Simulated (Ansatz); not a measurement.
Levels about the gap of amorphous selenium (Se56) (56 atoms in a cell of 1697 Å³, 4.33 g/cm³; zone centre alone, so wide bands show as single levels with stretches between that a denser mesh fills), at the geometry that PBE relaxed, where it gives 1.4 GPa on a denser mesh. The participation number counts the atoms over which a state spreads; weights are charges in smoothed Voronoi cells. The levels come from a single point, so bond lengths are those of that geometry. Method of the levels: PBE, scalar-relativistic without spin-orbit coupling, PAW (Ansatz default set, large-core Se) (Ansatz, a program for electronic structure). Sampling: the zone centre alone; Fermi-Dirac width 0.05 eV; no spin polarisation.

Preparation: random packing, a CHGNet melt and quench, and a DFT relaxation. The hot cell started wider than the set density and was brought back towards it in steps. It is the lowest in DFT energy of 4 quenches. It is a model cell: composition and starting density were chosen by hand, and all elements were melted together. No dispersion term was used. A short ab initio anneal came between quench and relaxation. Its density started from a set value of 4.33 and ended at 4.33 g/cm³. Cooling (nominally 37 K/ps over its main leg) ran many orders faster than in experiment, which tends to leave more defects and strain. Values belong to this one cell and scatter from quench to quench. The volume was held where the preparation left it, at a PBE pressure of 1.4 GPa. Stress components on the final sampling reach 1.8 GPa. Cycles of charging lowered its energy after that relaxation.

```
E - E(highest filled), eV  filling  participation number        largest on  weight Se
-------------------------  -------  --------------------  ----------------  ---------
-0.49                       filled                  32.1  Se, 3 neighbours       1.00
-0.40                       filled                  26.9  Se, 2 neighbours       1.00
-0.39                       filled                  26.1  Se, 2 neighbours       1.00
-0.30                       filled                  22.9  Se, 2 neighbours       1.00
-0.27                       filled                  26.0  Se, 2 neighbours       1.00
-0.19                       filled                  29.5  Se, 2 neighbours       1.00
0.00                        filled                  20.9  Se, 2 neighbours       1.00
0.63                         empty                  14.8  Se, 3 neighbours       1.00
0.88                         empty                  21.1  Se, 3 neighbours       1.00
1.02                         empty                  20.2  Se, 3 neighbours       1.00
1.08                         empty                  24.6  Se, 2 neighbours       1.00
1.18                         empty                  31.8  Se, 2 neighbours       1.00
1.26                         empty                  36.0  Se, 2 neighbours       1.00
1.29                         empty                  29.9  Se, 2 neighbours       1.00
```

Most localised among these is the empty level at +0.63 eV, on a Se atom, which has 3 neighbours (Se 2.42 Å, Se 2.45 Å, Se 2.64 Å).
